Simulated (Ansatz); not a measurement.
# fcc Pt (0 0 1) on zinc-blende GaAs (0 0 1) (film strained to the substrate, faces as cut)

A periodic stack without vacuum, fcc Pt (0 0 1) on zinc-blende GaAs (0 0 1) (film strained to the substrate, faces as cut): substrate slab As6Ga5, film Pt12, surface cells [[1, 0], [1, 1]] and [[0, -1], [2, 1]], film strained by +2.3 and +2.3 %, faces As/As and Pt/Pt as cut (like faces can put a slab off its formula).

The start was prepared with a machine-learned potential, and the result is one local minimum, with the in-plane cell held and forces under 0.04 eV/Å; the film can end far from its bulk form.

Computed with PBE (plane waves to 420 eV, PAW; Ansatz, an electronic-structure program). Spin–orbit coupling is left out; the runs are not spin-polarised; PBE gaps are too small against experiment. Its k-point mesh 8×8×1, Fermi–Dirac width 0.05 eV.

| Item | Value |
|---|---|
| interface area | 16.5 Å² |
| period | 27.40 Å |
| gaps between the outermost planes at the two interfaces | 1.45 and 1.44 Å |
| As–Pt contacts across the interfaces within 1.22 times the sum of covalent radii | 8, mean 2.54 Å |
| Ga–Pt contacts across the interfaces within 1.22 times the sum of covalent radii | 1, mean 3.14 Å |
| estimate of the barrier | withheld, since the Fermi level falls at or inside a band of the host, which a slab this thin can't settle |

```
Ga5Pt12As6
1.0
    4.06279     0.00000     0.00004
    0.00000     4.06037     0.17267
    2.03171     2.90023    27.54598
As Ga Pt
6 5 12
Direct
  0.93421   0.42869   0.13139
  0.48862   0.03892   0.02240
  0.82912   0.21853   0.34167
  0.38171   0.82361   0.23665
  0.72177   0.00337   0.55662
  0.27647   0.61297   0.44713
  0.90791   0.87590   0.18417
  0.46038   0.48102   0.07907
  0.80290   0.66593   0.39417
  0.35537   0.27120   0.28913
  0.25041   0.06058   0.49947
  0.15722   0.37444   0.68578
  0.65855   0.87715   0.68312
  0.69550   0.45090   0.60938
  0.19312   0.94647   0.61399
  0.08863   0.23685   0.82281
  0.58753   0.73479   0.82491
  0.62291   0.30551   0.75439
  0.12288   0.80548   0.75444
  0.01482   0.08904   0.96987
  0.51801   0.59603   0.96339
  0.55271   0.16471   0.89476
  0.05346   0.66640   0.89294
```
